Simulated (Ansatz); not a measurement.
We consider HgSe (P3₂21, No. 154, 6 atoms in the cell; start mp-1018722; a measured phase of this formula has another space group), described by PBEsol+SOC (Ansatz, a first-principles code, plane waves, PAW).

Numerical settings: plane-wave cutoff 520 eV, 12×12×4 k mesh (along the axes of the cell as run), Fermi–Dirac smearing 0.01 eV, PAW data made under PBE.

Cell (relaxed with PBE-D3(BJ)):

```cif
data_Hg3Se3
_chemical_formula_sum 'Hg3 Se3'
_space_group_name_H-M_alt 'P3221'
_space_group_IT_number 154
_space_group_name_Hall 'P 32 2"'
_cell_length_a 4.27891
_cell_length_b 4.27891
_cell_length_c 9.77477
_cell_angle_alpha 90.000
_cell_angle_beta 90.000
_cell_angle_gamma 120.000
loop_
_atom_site_label
_atom_site_type_symbol
_atom_site_symmetry_multiplicity
_atom_site_Wyckoff_symbol
_atom_site_fract_x
_atom_site_fract_y
_atom_site_fract_z
_atom_site_occupancy
Hg1 Hg 3 a 0.32134 0.32134 0.00000 1
Se1 Se 3 b 0.47360 0.47360 0.50000 1
```

Task: Estimate the band gap and smallest direct gap on the k points sampled that the calculation returns.

Result: 
* **band gap**: 0.58 eV (indirect)
* **smallest direct gap on the k points sampled**: 0.61 eV

Note: cell and atoms aren't relaxed at this level (pressure -1.7 GPa).

Computed values are for the static lattice.

A start named mp-… is a Materials Project structure, which need not be a measured phase.
